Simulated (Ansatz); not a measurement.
Phonon-limited resistivity of ScAl₃ (Pm-3m) against temperature in μΩ·cm, PBEsol, DFPT electron-phonon coupling, linearised Boltzmann equation (Ansatz, an electronic-structure program), harmonic crystal at a fixed cell.

```csv
T,ρ
50 K,0.062
77 K,0.35
100 K,0.80
150 K,?
200 K,3.6
250 K,?
273 K,5.7
300 K,6.4
350 K,7.8
400 K,?
500 K,11.8
600 K,14.5
```

Problem. What belongs in the gaps?

Solution. 
- 150 K, ρ: 2.2
- 250 K, ρ: 5.1
- 400 K, ρ: 9.2

A metal at this level (no band gap). Only scattering by harmonic phonons is included (no impurities, grain boundaries, electron-electron scattering or thermal expansion). Spin-orbit coupling is left out. Halving the electron mesh (20x20x20) moves the resistivity by up to 9 %. Smearing 0.20 eV; phonons on a 4x4x4 q mesh, which this run doesn't test and which matters most at low temperature.

Computed structure, not matched to a measured one here, so possibly hypothetical: ScAl3 (Pm-3m).
